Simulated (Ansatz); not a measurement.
The starting structures come from a database of crystals and need not be the phases stable at ambient conditions.

The decay constant κ of evanescent states in the gap governs leakage through a thin film.

Input:

```yaml
crystal:
  lattice:
    - [5.52098, 0.00000, 0.00000]
    - [0.00000, 7.31861, -0.01389]
    - [2.76049, -1.10988, 9.52255]
  atoms:
    - { symbol: Ta, position: [0.59858, 0.69063, 0.26521] }
    - { symbol: Ta, position: [0.86379, 0.30937, 0.73479] }
    - { symbol: Tl, position: [0.66521, 0.79272, 0.65172] }
    - { symbol: Tl, position: [0.31693, 0.20728, 0.34828] }
    - { symbol: Tl, position: [0.98877, 0.00000, 0.00000] }
    - { symbol: Cu, position: [0.73409, 0.50000, 0.00000] }
    - { symbol: Cu, position: [0.10435, 0.68098, 0.25447] }
    - { symbol: Cu, position: [0.35882, 0.31902, 0.74553] }
    - { symbol: S, position: [0.69869, 0.37033, 0.55885] }
    - { symbol: S, position: [0.25753, 0.62967, 0.44115] }
    - { symbol: S, position: [0.87302, 0.43730, 0.18955] }
    - { symbol: S, position: [0.06258, 0.56270, 0.81045] }
    - { symbol: S, position: [0.81879, 0.93077, 0.33620] }
    - { symbol: S, position: [0.15499, 0.06923, 0.66380] }
    - { symbol: S, position: [0.53346, 0.24572, 0.92314] }
    - { symbol: S, position: [0.45659, 0.75428, 0.07686] }
```

Space group of this cell: C2. The cell was relaxed by PBE-D3(BJ).

Transport runs along the normal of the first two printed cell vectors.

No gap correction and no spin-orbit coupling; mid-gap values are interpolated between computed energies.

Problem. Estimate the band gap and the smallest decay constant κ at mid-gap that r2SCAN (Ansatz, an electronic-structure program) returns for this system.

Solution. Gap 1.95 eV on a 6×4×6 mesh; κ = 0.274 1/Å, at the zone centre.
